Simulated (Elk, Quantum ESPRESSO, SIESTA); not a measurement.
Code comparison for MnBr2 (P-3m1, 3 atoms in the cell)

Self-consistent single point.

```
MnBr2
1.0
    3.90936     0.00000     0.00000
   -1.95468     3.38560     0.00000
    0.00000     0.00000     6.54697
Mn Br
1 2
Direct
  0.00000   0.00000   0.00000
  0.33333   0.66667   0.23213
  0.66667   0.33333   0.76787
```
Moments meant for the start (each program seeds them in its own way; μB, in the order of the atoms Mn Br Br): 4.0 0.0 0.0.

Shared settings, as Quantum ESPRESSO writes them: occupations = smearing; smearing = fd; degauss = 0.0036749 Ry; noncolin = true; lspinorb = true; K_POINTS = automatic 6 6 3 0 0 0. Potentials and cutoffs stand in the table.

```tsv
code	model	pressure (GPa)	largest force (eV/Å)	gap on the mesh (eV)	size of the net moment (μB/atom)	cutoff
Elk	PBEsol, spin-orbit coupling in second variation, all-electron FP-LAPW, Elk's shipped species files, APW+lo basis with extra local orbitals	–	–	1.395	1.67	rgkmax 8
Quantum ESPRESSO	PBEsol, spin-orbit coupling, PseudoDojo fully relativistic norm-conserving (PBESOL) pseudopotentials	-2.55	0.362	1.545	1.67	100 Ry
SIESTA	GGA PBEsol with spin-orbit coupling, numerical atomic orbitals DZP, PseudoDojo PBEsol fully relativistic norm-conserving potentials (rewritten from UPF to PSML)	–	0.332	1.917	1.67	grid 300 Ry
```

A dash marks a value that a program does not give, or that is left out as unsure.

Gaps are read on the mesh.

On Elk's run: with one magnetic atom in the cell only a parallel order is possible.

The spread over the programs that give each value: largest force within 0.030 eV/Å; gap on the mesh within 0.522 eV; size of the net moment within 0.00 μB/atom.

SIESTA uses small atom-centred bases, whose incompleteness enters pressures, forces and empty levels differently from a plane-wave cutoff. Elk treats all electrons, but the usual bases taken here (sphere radii, linearisation, local orbitals, empty states) were not tested for convergence, so the values are no reference for the others.

The starting cell comes from a database of computed structures (which also holds hypothetical and non-ambient phases and stackings), without a prior relaxation at this level. Its lattice was rescaled by a random factor within 2.5 % of one.

Left out of this page: Ansatz (with a known weakness of the program).
